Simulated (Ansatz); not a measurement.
Functionals compared on the (21-32) surface of hcp Os in its 1x1 cell, outermost plane spacing 0.28 Å in the ideal cut, in Ansatz (plane waves, PAW). The structure was relaxed with PBE; the other rows are single points on it, each with its references at the same level. Cutoff 420 eV (500 eV for r2SCAN).

Set-up: 26 atoms, 10.3 Å thick at the start (thin: gaps and levels are the slab's own); mesh 8x6x1; 0.1 eV smearing; dipole correction on; all atoms relaxed; held to the start's symmetry, so lower structures may exist; no spin, no spin-orbit, no U. These notes are the PBE run's.

| functional | surface energy (J/m²) | work function of the top face (eV) | rough cost of the single point |
|---|---|---|---|
| PBE | 3.88 | 4.85 | – |
| LDA | 4.50 | 5.18 | very roughly 11 core-minutes |
| PBEsol | 4.36 | 4.96 | roughly 12 core-minutes |
| RPBE | 3.64 | 4.70 | very roughly 13 core-minutes |
| r2SCAN | ___ | ___ | very roughly 21 core-minutes |

Task: Fill in the missing entries.

Result: 
- r2SCAN, surface energy (J/m²): 4.17
- r2SCAN, work function of the top face (eV): 4.88

Ansatz is a program for electronic structure.
